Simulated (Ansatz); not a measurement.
Worked example: self-consistent single point of BP (Pm-3m, 2 atoms in the cell) in Ansatz (a quantum-chemistry and plane-wave program).

Computed with RPBE, default PAW files made with PBE (plane waves; Ansatz).

```
BP
1.0
    2.55821     0.00000     0.00000
    0.00000     2.55821     0.00000
    0.00000     0.00000     2.55821
B P
1 1
Direct
  0.00000   0.00000   0.00000
  0.50000   0.50000   0.50000
```

Reference input (self-consistent single point, DFT, PBE, plane waves, default PAW files): basis.ecutwfc = 30.9 Ry; kpoints.mp_grid.grid = 10 10 10; hamiltonian.xc = pbe; hamiltonian.pseudopotentials = {kind: paw} (the program's default PAW files); scf.occupations.method = cold; scf.occupations.width = 0.0037 Ry. This run's input differs from it in these lines:

Ansatz 0.2 input:
```diff
@@ -14,3 +14,3 @@
 hamiltonian:
-  xc: pbe
+  xc: rpbe
   pseudopotentials: { kind: paw }
```

Output, abridged:

```
SCF iter   1: F=—  HF=-912.729619 eV  |F-HF|=—  |Δ(HF+E_count)|=         —  Δρ=5.21e-3  dr2=2.07e-3  ethr=1.77e-3  ⟨swp⟩=5.3  Hψ=7971  notcnv=0  defer=2
all-band conjugate gradients solve this SCF's bands
automatic band count: the SCF goes on with 12 bands, as 8 were too few: the levels above may hold too much charge
preconditioner: auto → none
   [... lines left out ...]
SCF iter   4: F=—  HF=-912.729319 eV  |F-HF|=—  |Δ(HF+E_count)|=   3.05e-5  S|Δr|=    0.00e0  Δρ=1.09e-4  dr2=1.07e-6  ethr=7.32e-7  ⟨swp⟩=1.8  Hψ=627  notcnv=0  defer=61
SCF iter   5: F=—  HF=-912.729319 eV  |F-HF|=—  |Δ(HF+E_count)|=   3.90e-8  S|Δr|=    0.00e0  Δρ=2.71e-5  dr2=1.74e-7  ethr=1.25e-9  ⟨swp⟩=7.2  Hψ=3429  notcnv=0
SCF iter   6: F=-912.729319 eV  HF=-912.729319 eV  |F-HF|=1.83e-9  |Δ(HF+E_count)|=   6.51e-8  S|Δr|=    0.00e0  Δρ=3.08e-6  dr2=2.16e-9  ethr=1.25e-9  ⟨swp⟩=3.8  Hψ=1498  notcnv=0
SCF 1 converged in 6 iterations: F = -912.729319 eV  dr2 = 2.16e-9
Stability not checked (fill_not_monotonic)
Free energy (F): -912.729319 eV
Internal energy: -912.728811 eV  (E = F + TS)
E sigma→0 (E₀):  -912.729150 eV
Entropy (-TS):   -0.000508 eV (-0.254 meV/atom)
Fermi energy:    15.525827 eV
--- Forces (eV/Å), atoms counted from 1 ---
  atom   1  B      0.00000000    -0.00000000    -0.00000000
  atom   2  P      0.00000000    -0.00000000     0.00000000
--- Stress (GPa, compression-positive) ---
       36.048053       0.000000       0.000000
        0.000000      36.048053       0.000000
        0.000000       0.000000      36.048053
  P = ⅓ Tr σ = 36.0481 GPa (360.481 kbar)
  The stress holds the Pulay correction. Without it, at fixed plane waves, as pw.x and ABINIT print it: P = 35.9309 GPa
```

The run converged in 6 iterations. Against the reference run the pressure goes from 33.33 to 36.05 GPa.

The starting cell was generated: these elements placed on a structure prototype, without a prior relaxation; it need not be a known phase or ordering of this composition. With a pressure of about 36 GPa the cell is away from its equilibrium volume at this level. Ansatz's pressure includes its estimate of the finite-basis (Pulay) stress. The run gives no clean gap (levels at the Fermi energy touch, overlap or are partly filled at this smearing), which alone does not show that the compound is a metal.
